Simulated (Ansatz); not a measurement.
# Alloy series in Ti

The reference is Ti in the hcp (Mg type) structure (space group P6_3/mmc, No. 194; a = 2.936 Å, c = 4.636 Å).

The other end (x = 1) is Hf in the hcp (Mg type) structure (space group P6_3/mmc, No. 194): 22.35 Å³/atom, gap zero.

Hf replaces a fraction x of Ti; each row is one arrangement (x, atoms in the cell, starting space group or random), fully relaxed.

Level of theory: DFT with r2SCAN, PAW potentials and a 500 eV plane-wave cutoff in Ansatz (a program for electronic structure), spin-orbit coupling left out.

| Hf fraction x | volume per atom (Å³/atom) |
|---|---|
| 0 | 17.305 |
| 0.167 (P-62m, 6 atoms) | 18.161 |
| 0.25 (Pmm2, 8 atoms) | ? |
| 0.5 (P2_1/m, 8 atoms) | 19.842 |
| 0.75 (Pmmn, 8 atoms) | 21.151 |
| 1 | 22.351 |

Fit V(x) = (1 − x) V(0) + x V(1) − b x(1 − x) with the ends held (b = 0 is Vegard's rule) to the rows shown and predict the withheld row.

Least squares on the printed values gives b = -0.14 Å³/atom, against 18.566 Å³/atom from the straight line alone (largest residual 0.034 Å³/atom); this predicts 18.594 Å³/atom, and the run gives 18.622 Å³/atom, 0.028 higher.

These are small ordered cells, not random alloys; other orderings at the same x differ. Whether these cells are dynamically stable was not tested. The final runs are not spin-polarised.
